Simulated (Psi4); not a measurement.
Psi4 1.11, WB97X/def2-svpd: sulfuric acid (O=S(=O)(O)O), 7 atoms. The geometry is a generated start, not checked to be a minimum at this level.

```
Item                                 Result
--------------------------  ---------------
task                                 energy
method                                wb97x
basis                             def2-svpd
memory                                 3 GB
maxiter                                 100
keys of the molecule block      symmetry c1
scf_type                       df (default)
diis_max_vecs                  10 (default)
e_convergence               1e-06 (default)
d_convergence               1e-06 (default)
dft_radial_points              75 (default)
dft_spherical_points          302 (default)
basis functions                         135
grid points                          152672
```

```xyz
7

O     -0.6955     1.1148     0.3091
S     -0.2360    -0.3659    -0.0319
O     -0.7955    -0.7172    -1.2824
O     -0.4232    -1.1597     1.1247
O      1.3215    -0.1528    -0.2290
H     -0.8912     1.5411    -0.5248
H      1.7198    -0.2603     0.6343
```

With the defaults (damping_percentage = 0, diis = true, scf_initial_accelerator = adiis, level_shift = 0, level_shift_cutoff = 0.01, guess = auto, which took SAD) it converges in 8 SCF iterations. One run each on 2 threads, with these changes:
- damping_percentage = 60
- level_shift = 0.1, level_shift_cutoff = 0.001
- guess = core
- guess = sap
- scf_initial_accelerator = ediis
- level_shift = 0.5, level_shift_cutoff = 0.001
- damping_percentage = 60, diis = false, scf_initial_accelerator = none
- guess = sapgau
- guess = modhuckel

Problem. Which of these changes keep the SCF from converging, or lead it to another solution?

Solution. No convergence: damping_percentage = 60; damping_percentage = 60, diis = false, scf_initial_accelerator = none (the run ends without SCF convergence in 100 iterations). The rest reach the solution of the defaults.

| setting | SCF iterations | end |
|---|---|---|
| the defaults | 8 | same solution |
| level_shift = 0.1, level_shift_cutoff = 0.001 | 8 | same solution |
| level_shift = 0.5, level_shift_cutoff = 0.001 | 8 | same solution |
| scf_initial_accelerator = ediis | 8 | same solution |
| guess = sap | 8 | same solution |
| guess = sapgau | 8 | same solution |
| guess = modhuckel | 9 | same solution |
| guess = core | 12 | same solution |
| damping_percentage = 60 | 100 | no convergence |
| damping_percentage = 60, diis = false, scf_initial_accelerator = none | 100 | no convergence |
